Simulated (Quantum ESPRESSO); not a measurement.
Input and output of a self-consistent single point for Mg₂Sn₃O₈ (C2/m, 13 atoms in the cell) (Quantum ESPRESSO).

Computed with PBEsol, GBRV 1.5 ultrasoft (PBESOL) pseudopotentials (plane waves; Quantum ESPRESSO 7.5).

The change in words: lattice scaled by 1.015. Reference geometry:
```xyz
13
Lattice="5.3988 -3.1338 0.0000 5.3988 3.1338 0.0000 -1.8883 0.0000 4.9287" Properties=species:S:1:pos:R:3 pbc="T T T"
Mg     1.4710     0.0000     4.2139
Mg     7.4383     0.0000     0.7149
Sn     0.0000     0.0000     0.0000
Sn     4.4546     1.4803     2.4644
Sn     4.4546    -1.4803     2.4644
O      5.8066     0.0000     2.0213
O      3.1026     0.0000     2.9075
O      0.3812     0.0000     2.1010
O      8.5281     0.0000     2.8278
O      3.9286    -1.7169     0.4494
O      4.9806     1.7169     4.4793
O      4.9806    -1.7169     4.4793
O      3.9286     1.7169     0.4494
```

Reference input (self-consistent single point, DFT, PBEsol, plane waves, GBRV 1.5 ultrasoft (PBESOL) pseudopotentials): ecutwfc = 40 Ry; ecutrho = 200 Ry; occupations = fixed; K_POINTS = automatic 3 3 4 0 0 0; nbnd = 63; conv_thr = 1e-10 Ry. This run's input differs from it in these lines:

```diff
@@ -25,15 +25,15 @@
 ATOMIC_POSITIONS {angstrom}
-Mg    1.4709652880    0.0000000000    4.2138558863
-Mg    7.4382887120    0.0000000000    0.7148611137
+Mg    1.4930297590    0.0000000000    4.2770639341
+Mg    7.5498632410    0.0000000000    0.7255840659
 Sn    0.0000000000    0.0000000000    0.0000000000
-Sn    4.4546270000    1.4803208250    2.4643585000
-Sn    4.4546270000   -1.4803208250    2.4643585000
-O     5.8066145416    0.0000000000    2.0212668417
-O     3.1026394584    0.0000000000    2.9074501583
-O     0.3811774390    0.0000000000    2.1009641956
-O     8.5280765610    0.0000000000    2.8277528044
-O     3.9286164603   -1.7168562750    0.4494497032
-O     4.9806375397    1.7168562750    4.4792672968
-O     4.9806375397   -1.7168562750    4.4792672968
-O     3.9286164603    1.7168562750    0.4494497032
+Sn    4.5214465000    1.5025255193    2.5013240000
+Sn    4.5214465000   -1.5025255193    2.5013240000
+O     5.8937138975    0.0000000000    2.0515859448
+O     3.1491791025    0.0000000000    2.9510620552
+O     0.3868950866    0.0000000000    2.1324787630
+O     8.6559979134    0.0000000000    2.8701692370
+O     3.9875458111   -1.7426089822    0.4561914711
+O     5.0553471889    1.7426089822    4.5464565289
+O     5.0553471889   -1.7426089822    4.5464565289
+O     3.9875458111    1.7426089822    0.4561914711
 K_POINTS {automatic}
@@ -41,5 +41,5 @@
 CELL_PARAMETERS {angstrom}
-   5.3987900000    -3.1337500000     0.0000000000
-   5.3987900000     3.1337500000     0.0000000000
-  -1.8883260000     0.0000000000     4.9287170000
+   5.4797720000    -3.1807560000     0.0000000000
+   5.4797720000     3.1807560000     0.0000000000
+  -1.9166510000     0.0000000000     5.0026480000
```

Output, abridged:

```
     Self-consistent Calculation

     iteration #  1     ecut=    40.00 Ry     beta= 0.70

     total energy              =    -984.06878535 Ry
     estimated scf accuracy    <       3.03601450 Ry

     iteration #  2     ecut=    40.00 Ry     beta= 0.70

     total energy              =    -984.81894547 Ry
     estimated scf accuracy    <       3.14793229 Ry

     iteration #  3     ecut=    40.00 Ry     beta= 0.70

     total energy              =    -985.43063774 Ry
     estimated scf accuracy    <       0.03139094 Ry

   [... 8 blocks of this kind left out ...]

     iteration # 12     ecut=    40.00 Ry     beta= 0.70

     total energy              =    -985.44220170 Ry
     estimated scf accuracy    <          3.7E-10 Ry

     iteration # 13     ecut=    40.00 Ry     beta= 0.70
     End of self-consistent calculation

     highest occupied, lowest unoccupied level (ev):     6.3896    8.0999

!    total energy              =    -985.44220170 Ry
     estimated scf accuracy    <          1.4E-11 Ry

     convergence has been achieved in  13 iterations

     Forces acting on atoms (cartesian axes, Ry/au):

     atom    1 type  1   force =     0.00098715    0.00000000    0.00325967
     atom    2 type  1   force =    -0.00098715   -0.00000000   -0.00325967
     atom    3 type  2   force =     0.00000000    0.00000000    0.00000000
     atom    4 type  2   force =    -0.00000000    0.00404175   -0.00000000
     atom    5 type  2   force =     0.00000000   -0.00404175    0.00000000
     atom    6 type  3   force =    -0.02426524    0.00000000    0.00479304
   [... lines left out ...]

     Total force =     0.066788     Total SCF correction =     0.000006

          total   stress  (Ry/bohr**3)                   (kbar)     P=     -104.57
  -0.00067108   0.00000000   0.00005993          -98.72        0.00        8.82
   0.00000000  -0.00075968   0.00000000            0.00     -111.75        0.00
   0.00005993   0.00000000  -0.00070179            8.82        0.00     -103.24

   JOB DONE.
```

The run converged in 13 iterations. Against the reference run the free energy goes up by 27.9 meV/atom, the pressure goes from -4.69 to -10.46 GPa, the largest force goes from 0.273 to 0.649 eV/Å and the gap on the mesh goes from 2.023 to 1.710 eV.

The starting cell comes from a database of computed structures (which also holds hypothetical and non-ambient phases and stackings), without a prior relaxation at this level. For this run, on top of that: lattice scaled by 1.015.

Cost on one core of a shared machine: roughly 3 min.
